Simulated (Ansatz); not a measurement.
The parent structure is ZnSe in the zinc blende structure (space group F-43m, No. 216; a = 5.6655 Å).

Method: r2SCAN (Ansatz, a quantum-chemistry and plane-wave program), no spin-orbit coupling.

One change was made to it. Results:

The hole mass (degenerate bands, along [100]) becomes 0.14, 0.58, 0.58 mₑ (at Γ) (base: 0.13, 0.60, 0.60 mₑ (at Γ)); the width of the top valence band increases by 0.11 eV, from 2.71 eV to 2.82 eV; the electron mass goes from 0.12 mₑ (at Γ) to 0.13 mₑ (at Γ); the valley order (the lowest conduction-band minima on the path, energy above the VBM, named in the base's zone) changes from Γ 1.87 eV; L along ⟨111⟩ 3.05 eV; X along ⟨100⟩ 3.34 eV to Γ 1.96 eV; L along ⟨111⟩ 3.10 eV; X along ⟨100⟩ 3.29 eV.

Q: Name the change that was made.
A) pressure 3 GPa
B) pressure 5 GPa
C) pressure 1.5 GPa
D) pressure 10 GPa

A: C, pressure 1.5 GPa. For comparison, the valley order in the other runs: pressure 3 GPa gives Γ 2.05 eV; L along ⟨111⟩ 3.13 eV; X along ⟨100⟩ 3.24 eV; pressure 10 GPa gives Γ 2.39 eV; X along ⟨100⟩ 3.05 eV; L along ⟨111⟩ 3.27 eV; pressure 5 GPa gives Γ 2.16 eV; L along ⟨111⟩ 3.18 eV; X along ⟨100⟩ 3.18 eV.

The levels and masses belong to the bands next to the band gap. Load acts through the strain it causes; cell and atoms are relaxed under it. Effective masses come from finite differences of ±0.01 Å⁻¹. Whether these cells are dynamically stable was not tested. Tetrahedral semiconductors of this kind turn to denser phases somewhere between about 1 and 50 GPa; those were not computed, so compressed cells here can lie past the real transition.
